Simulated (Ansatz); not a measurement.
Start from TiO₂ in the rutile structure (space group P4_2/mnm, No. 136).

```
TiO2
1.0
    4.59120     0.00000     0.00000
    0.00000     4.59120     0.00000
    0.00000     0.00000     2.93905
Ti O
2 4
Direct
  0.00000   0.00000   0.00000
  0.50000   0.50000   0.50000
  0.30444   0.30444   0.00000
  0.80444   0.19556   0.50000
  0.19556   0.80444   0.50000
  0.69556   0.69556   0.00000
```

Cartesian axes are those of the cell as printed.

Level of theory: PBEsol (Ansatz, a quantum-chemistry and plane-wave program), no SOC.

It is then changed as follows: every lattice vector is stretched by 3.00 %, atoms relaxed at fixed cell.

Problem. Predict the stress tensor and what it implies for the stiffness.

Solution. Stress of the strained cell less that of the base (GPa, compression positive):
```
 -14.74    0.00    0.00
   0.00  -14.74    0.00
   0.00    0.00  -20.69
```

Then B = −ΔP/(ΔV/V₀) with ΔV/V₀ = 0.0927 gives secant stiffness values (nonlinear terms included at this strain): B (at held cell shape, above the free-shape value) ≈ 180 GPa.

As a check, the harmonic strain energy −½ V₀ Δσ:ε is 49 meV/atom; the computed energy rise is 54 meV/atom.

Whether these cells are dynamically stable was not tested. The final runs are not spin-polarised.
